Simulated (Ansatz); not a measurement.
## Input and output of a self-consistent single point for Hf₂SiMo₃ (P6_3/mmc, 12 atoms in the cell) (Ansatz)

Level of theory: LDA (PW92), default PAW files made with PBE (plane waves; Ansatz, a program for electronic structure).

This input was run:

Ansatz 0.2 input:
```yaml
# Hf2SiMo3
crystal:
  lattice:
    - [5.319889, 0.000000, 0.000000]
    - [-2.659945, 4.607159, 0.000000]
    - [0.000000, 0.000000, 8.630823]
  atoms:
    - { symbol: Hf, position: [0.666667, 0.333333, 0.936740] }
    - { symbol: Hf, position: [0.333333, 0.666667, 0.063260] }
    - { symbol: Hf, position: [0.333333, 0.666667, 0.436740] }
    - { symbol: Hf, position: [0.666667, 0.333333, 0.563260] }
    - { symbol: Si, position: [0.000000, 0.000000, 0.000000] }
    - { symbol: Si, position: [0.000000, 0.000000, 0.500000] }
    - { symbol: Mo, position: [0.170215, 0.340430, 0.750000] }
    - { symbol: Mo, position: [0.829785, 0.659570, 0.250000] }
    - { symbol: Mo, position: [0.829785, 0.170215, 0.250000] }
    - { symbol: Mo, position: [0.170215, 0.829785, 0.750000] }
    - { symbol: Mo, position: [0.659570, 0.829785, 0.750000] }
    - { symbol: Mo, position: [0.340430, 0.170215, 0.250000] }
kpoints:
  mp_grid: { grid: [6, 6, 3] }
hamiltonian:
  xc: lda
  pseudopotentials: { kind: paw }
scf:
  occupations: { method: fermi_dirac, width: 0.0073 Ry }
output:
  forces: true
  eigenvalues: true
  stress: true
```

The program printed (abridged):

```
WARN the atoms were moved onto the symmetric positions of the space group found under crystal.symmetry.tolerance 1.0e-5 (fractional …
WARN basis.ecutwfc = 420 eV, the default
WARN ansatz: RAYON_NUM_THREADS=1 ignored (pool sized by the plan → 1); use --threads N
Pseudopotentials: kind: paw
Pseudopotential: Hf, paw, valence charge 26
Pseudopotential: Si, paw, valence charge 4
Pseudopotential: Mo, paw, valence charge 14
Crystal: 12 atoms, lattice volume = 211.538 Å³
Basis set: ecut = 420 eV, 4115 PW (Γ)
Bands: 118, of which v1, the nominal top of the filled ones, is band 98 counted from 1 (97 counted from 0)
Symmetry: 24 space group operations
Space group: P63/mmc (ITA 194), of the structure as read, at distance tolerance 6.0e-5 Å
k-points: 14 of 108
PAW frozen core: Hf, regenerated for the run's functional, and the local potential with it
PAW frozen core: Si, regenerated for the run's functional, and the local potential with it
PAW frozen core: Mo, regenerated for the run's functional, and the local potential with it
Initial density: superposition of atomic densities (neutral atoms: chi_scale 0, normalization atom), corrected by the library's trained network
Initial wavefunctions: pseudopotential atomic-orbital guess
Eigensolver: davidson
Functional: x = slater, c = lda
SCF iter   1: F=—  HF=-92185.981123 eV  |F-HF|=—  |Δ(HF+E_count)|=         —  Δρ=8.85e-3  dr2=1.60e-1  ethr=1.77e-3  ⟨swp⟩=5.2  Hψ=5307  notcnv=0  defer=10
all-band conjugate gradients solve this SCF's bands
preconditioner: auto → Kerker (q_TF=auto, 2.694 Å⁻¹)
SCF iter   2: F=—  HF=-92185.952521 eV  |F-HF|=—  |Δ(HF+E_count)|=   2.86e-2  Δρ=5.01e-3  dr2=5.41e-2  ethr=8.18e-5  ⟨swp⟩=1.6  Hψ=1913  notcnv=0  defer=10
SCF iter   3: F=—  HF=-92185.938220 eV  |F-HF|=—  |Δ(HF+E_count)|=   1.43e-2  Δρ=1.04e-3  dr2=2.80e-3  ethr=2.76e-5  ⟨swp⟩=2.1  Hψ=2445  notcnv=0  defer=10
SCF iter   4: F=—  HF=-92185.935914 eV  |F-HF|=—  |Δ(HF+E_count)|=   2.31e-3  Δρ=5.82e-4  dr2=5.08e-4  ethr=1.43e-6  ⟨swp⟩=2.1  Hψ=3009  notcnv=0  defer=10
SCF iter   5: F=—  HF=-92185.935736 eV  |F-HF|=—  |Δ(HF+E_count)|=   1.78e-4  Δρ=1.41e-4  dr2=3.90e-5  ethr=2.59e-7  ⟨swp⟩=2.0  Hψ=2424  notcnv=0  defer=10
SCF iter   6: F=—  HF=-92185.935938 eV  |F-HF|=—  |Δ(HF+E_count)|=   2.02e-4  Δρ=2.53e-5  dr2=1.28e-6  ethr=1.99e-8  ⟨swp⟩=2.0  Hψ=2978  notcnv=0  defer=10
SCF iter   7: F=-92185.935938 eV  HF=-92185.935938 eV  |F-HF|=4.11e-8  |Δ(HF+E_count)|=   3.05e-7  Δρ=5.02e-6  dr2=5.06e-8  ethr=5.10e-11  ⟨swp⟩=8.5  Hψ=7667  notcnv=0
SCF 1 converged in 7 iterations: F = -92185.935938 eV  dr2 = 5.06e-8
SCF converged after 7 iterations
Free energy (F): -92185.935938 eV
Harris-Foulkes:  -92185.935938 eV  (|F-HF|=4.11e-8)
Internal energy: -92185.641670 eV  (E = F + TS)
E sigma→0 (E₀):  -92185.788804 eV
Entropy (-TS):   -0.294267 eV (-24.522 meV/atom)
Fermi energy:    18.496765 eV
--- Per-component energies (eV) ---
  E_band       = -370.114735
  E_kinetic    = 4420.627233
  E_local      = -27774.410558  (includes V_loc(G=0)·N_el)
  E_nonlocal   = -3992.054989
  E_hartree    = 12366.511663
  E_xc         = -2392.623124
  E_vxc        = -2530.487544  (∫ρ·V_xc dr)
  E_paw        = -46249.065909  (= ΣΔE_a)
  E_vpaw       = 4773.185818  (= ΣTr[D̂ρ^β])
  E_aug_tail   = 0.000198  (compensation charges beyond the density's cutoff)
  E_ewald      = -28577.460714
  E_core_change = 12.834529  (= ΣΔE_core)
  E_smearing   = -0.294267  (= −TS)
  E_closure    = -0.000000  (closes the sum)
  Σ components = -92185.935938   (vs F -92185.935938, Δ=0.00e0)
--- Forces (eV/Å), atoms counted from 1 ---
  atom   1  Hf     0.00000000     0.00000000    -0.03938735
  atom   2  Hf    -0.00000000    -0.00000000     0.03938735
  atom   3  Hf     0.00000000    -0.00000000    -0.03938735
  atom   4  Hf     0.00000000     0.00000000     0.03938735
  atom   5  Si     0.00000000     0.00000000     0.00000000
  atom   6  Si     0.00000000     0.00000000    -0.00000000
  atom   7  Mo    -0.00000001     0.17913724     0.00000000
  atom   8  Mo     0.00000001    -0.17913724     0.00000000
  atom   9  Mo    -0.15513740     0.08956861     0.00000000
  atom  10  Mo     0.15513740    -0.08956861     0.00000000
  atom  11  Mo    -0.15513739    -0.08956863     0.00000000
  atom  12  Mo     0.15513739     0.08956863     0.00000000
  max |Σ_I F_I| component: 9.71e-17 eV/Å
--- Stress (GPa, compression-positive) ---
      -13.356074      -0.000000       0.000000
       -0.000000     -13.356074       0.000000
        0.000000       0.000000     -11.188013
  P = ⅓ Tr σ = -12.6334 GPa (-126.334 kbar)
  The stress holds the Pulay correction. Without it, at fixed plane waves, as pw.x and ABINIT print it: P = -12.6595 GPa
--- Band table (eV; the first three rows and the last of 14) ---
  k-point 0: bands = ["-43.1189", "-43.1093", "-43.0965", "-43.0883", "-41.9516", "-41.9499", "-41.7176", "-41.7176", "-41.7176", "-41.7176", "-16.9624", "-16.9608", "-16.3200", "-16.3200", "-16.3161", "-16.3161", "-16.1544", "-16.1520", "-15.9211", [...]
  k-point 1: bands = ["-43.1170", "-43.1124", "-43.0937", "-43.0898", "-41.9511", "-41.9503", "-41.7176", "-41.7176", "-41.7176", "-41.7176", "-16.9620", "-16.9612", "-16.3191", "-16.3191", "-16.3171", "-16.3171", "-16.1539", "-16.1527", "-15.9204", [...]
  k-point 2: bands = ["-43.1175", "-43.1080", "-43.0977", "-43.0895", "-41.9388", "-41.9373", "-41.7310", "-41.7310", "-41.7177", "-41.7176", "-16.8884", "-16.8869", "-16.3074", "-16.3047", "-16.2661", "-16.2623", "-16.1412", "-16.1402", "-15.9363", [...]
  k-point 13: bands = ["-43.1070", "-43.1070", "-43.0989", "-43.0989", "-41.8614", "-41.8614", "-41.8103", "-41.8102", "-41.7177", "-41.7177", "-16.4383", "-16.4383", "-16.2907", "-16.2896", "-16.1223", "-16.1223", "-16.0591", "-16.0591", [...]
```

The run converged in 7 iterations.

The starting cell comes from a database of computed structures (which also holds hypothetical and non-ambient phases and stackings), without a prior relaxation at this level. Its lattice was rescaled by a random factor within 2.5 % of one. Spin-orbit coupling is off. Spin polarisation is off. With a pressure of about -13 GPa the cell is away from its equilibrium volume at this level. Ansatz's pressure includes its estimate of the finite-basis (Pulay) stress.
